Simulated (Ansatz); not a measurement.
The starting structures come from a database of crystals and need not be the phases stable at ambient conditions.

Data:

```yaml
crystal:
  lattice:
    - [7.16720, 0.00000, 0.00000]
    - [-3.58360, 6.20698, 0.00000]
    - [0.00000, 0.00000, 7.33176]
  atoms:
    - { symbol: La, position: [0.65820, 0.00000, 0.75000] }
    - { symbol: La, position: [0.34180, 0.00000, 0.25000] }
    - { symbol: La, position: [0.00000, 0.65820, 0.75000] }
    - { symbol: La, position: [0.00000, 0.34180, 0.25000] }
    - { symbol: La, position: [0.34180, 0.34180, 0.75000] }
    - { symbol: La, position: [0.65820, 0.65820, 0.25000] }
    - { symbol: F, position: [0.00000, 0.00000, 0.75000] }
    - { symbol: F, position: [0.00000, 0.00000, 0.25000] }
    - { symbol: F, position: [0.33333, 0.66667, 0.81773] }
    - { symbol: F, position: [0.66667, 0.33333, 0.18227] }
    - { symbol: F, position: [0.66667, 0.33333, 0.68227] }
    - { symbol: F, position: [0.33333, 0.66667, 0.31773] }
    - { symbol: F, position: [0.05596, 0.36781, 0.58140] }
    - { symbol: F, position: [0.94404, 0.63219, 0.41860] }
    - { symbol: F, position: [0.63219, 0.68815, 0.58140] }
    - { symbol: F, position: [0.36781, 0.31185, 0.41860] }
    - { symbol: F, position: [0.31185, 0.94404, 0.58140] }
    - { symbol: F, position: [0.68815, 0.05596, 0.41860] }
    - { symbol: F, position: [0.68815, 0.63219, 0.91860] }
    - { symbol: F, position: [0.31185, 0.36781, 0.08140] }
    - { symbol: F, position: [0.94404, 0.31185, 0.91860] }
    - { symbol: F, position: [0.05596, 0.68815, 0.08140] }
    - { symbol: F, position: [0.36781, 0.05596, 0.91860] }
    - { symbol: F, position: [0.63219, 0.94404, 0.08140] }
```

Space group of this cell: P-3c1. The cell is taken as given; by r2SCAN its mean pressure is 0.9 GPa.

Transport runs along the normal of the first two printed cell vectors, the (001) plane of the conventional cell.

No gap correction and no spin-orbit coupling; mid-gap values are interpolated between computed energies.

### Question
Estimate the band gap and the smallest decay constant κ at mid-gap that r2SCAN run with Ansatz (a program for electronic structure) returns for this system.

### Answer
Gap 7.10 eV on a 6×6×4 mesh; κ = 0.535 1/Å, at the zone centre.
